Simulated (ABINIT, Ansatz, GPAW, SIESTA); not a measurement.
# Mg6CuBi (Amm2, 8 atoms in the cell) computed with different codes at matched settings

Self-consistent single point.

```xyz
8
Lattice="4.9849 0.0000 0.0000 0.0000 3.2458 5.4575 0.0000 -3.2458 5.4575" Properties=species:S:1:pos:R:3 pbc="T T T"
Mg     2.4924     1.6122     6.3788
Mg     2.4924    -1.6122     6.3788
Mg     0.0000     1.7584     4.5314
Mg     0.0000    -1.7584     4.5314
Mg     0.0000     0.0000     7.3256
Mg     0.0000     0.0000     1.7414
Cu     2.4924     0.0000     9.1253
Bi     2.4924     0.0000     3.6469
```

Shared settings, as Ansatz (a first-principles code) writes them: kpoints.mp_grid.grid = 4 3 3; scf.occupations.method = gaussian; scf.occupations.width = 0.136 eV. Potentials and cutoffs stand in the table.

| code | model | pressure (GPa) | largest force (eV/Å) | cutoff |
|---|---|---|---|---|
| Ansatz | LDA (PW92), PAW files made with PBE | -3.11 | 0.188 | default |
| ABINIT | LDA (PW92), PAW (JTH v2.0 LDA PAW) | -3.14 | 0.193 | 30 Ha |
| SIESTA | LDA PW92, numerical atomic orbitals TZP, PseudoDojo LDA standard norm-conserving potentials (rewritten from UPF to PSML) | -2.93 | 0.288 | grid 350 Ry |
| GPAW | LDA (Perdew-Wang 92), GPAW PAW datasets LDA (gpaw-data 1.0.1) | -3.16 | 0.190 | 800 eV |

Size of the force on each atom (eV/Å): Sizes of forces hide their directions.

```csv
code,Mg1,Mg2,Mg3,Mg4,Mg5,Mg6,Cu7,Bi8
Ansatz,0.032,0.032,0.156,0.156,0.074,0.188,0.010,0.034
ABINIT,0.031,0.031,0.159,0.159,0.078,0.193,0.011,0.035
SIESTA,0.041,0.041,0.280,0.280,0.021,0.288,0.022,0.004
GPAW,0.031,0.031,0.158,0.158,0.072,0.190,0.010,0.033
```

On Ansatz's run: spin-orbit coupling is off. Spin polarisation is off.

The spread over the programs that give each value: pressure within 0.23 GPa; largest force within 0.100 eV/Å.

SIESTA uses small atom-centred bases, whose incompleteness enters pressures, forces and empty levels differently from a plane-wave cutoff. Ansatz's pressure is given at a fixed set of plane waves, as the other plane-wave codes print theirs. In the force vectors, SIESTA (by 0.160) lies more than 0.08 eV/Å from the median of the plane-wave programs.

The starting cell comes from a database of computed structures (which also holds hypothetical and non-ambient phases and stackings), without a prior relaxation at this level.

Left out of this page: CP2K (unsound by tests on forces, stress, charge or solver warnings); Elk (not drawn, or without a comparable value).

Keys are those of Ansatz 0.2.
